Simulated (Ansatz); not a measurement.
## CuI (P-3m1, No. 164, 4 atoms in the cell; start mp-570081; a measured phase of this formula has another space group)

These are r²SCAN (plane waves, PAW; Ansatz, a first-principles code) values and carry that method's errors.

Settings: plane-wave cutoff 560 eV, 12×12×6 k mesh (along the axes of the cell as run), Fermi–Dirac smearing 0.01 eV, no spin polarisation, scalar-relativistic PAW data made under PBE.

Cell (relaxed at this level):

```cif
data_Cu2I2
_chemical_formula_sum 'Cu2 I2'
_space_group_name_H-M_alt 'P-3m1'
_space_group_IT_number 164
_space_group_name_Hall '-P 3 2"'
_cell_length_a 4.13726
_cell_length_b 4.13726
_cell_length_c 7.47348
_cell_angle_alpha 90.000
_cell_angle_beta 90.000
_cell_angle_gamma 120.000
loop_
_atom_site_label
_atom_site_type_symbol
_atom_site_symmetry_multiplicity
_atom_site_Wyckoff_symbol
_atom_site_fract_x
_atom_site_fract_y
_atom_site_fract_z
_atom_site_occupancy
Cu1 Cu 2 d 0.33333 0.66667 0.40901 1
I1 I 2 d 0.66667 0.33333 0.24557 1
```

* **band gap**: 2.14 eV (on the SCF k mesh)

Note: the relaxation could not lower the start's symmetry, so the cell can be a saddle point above a distorted one; the cell has widely spaced layers and the level no dispersion term, so their spacing and the moduli can rest on weak binding.

Spin–orbit coupling is not included; with these elements it can move the gap by several tenths of an eV or more.

The computed numbers hold no vibrational or temperature effects.

It cost roughly 6 core-minutes of CPU time.

A start named mp-… is a Materials Project structure, which need not be a measured phase.
